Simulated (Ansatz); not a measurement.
**CdGeAs2 under a change: isotropic strain +0.75 %**

Consider CdGeAs2 in the chalcopyrite structure (space group I-42d, No. 122; a = 5.8735 Å, c = 11.2264 Å).

One thing is altered: an isotropic linear strain of +0.75 %; the atoms relax in the strained cell.

The values are results of plane-wave PAW DFT at the LDA level (Ansatz, a quantum-chemistry and plane-wave program, 420 eV), spin-orbit coupling left out, not measurements. Settings: 8×8×8 k-points, 0.05 eV Fermi–Dirac smearing.

The volume per atom grows by 0.549 Å³ (24.21 Å³ → 24.75 Å³) and the space group remains I-42d (No. 122). The shortest interatomic distance goes up by 0.018 Å, from 2.426 Å to 2.444 Å and the energy grows by 2.4 meV/atom. The pressure (mean of the normal stresses, compression positive) goes from zero to -1.40 GPa and the band gap increases by 0.029 eV, from 0.11 eV to 0.13 eV (uncertain: the edges found look like a band crossing or inverted bands; both cells).

Stability against distortions was not tested. A zero or small gap of CdGeAs2 can be the functional's error rather than a property of the material.
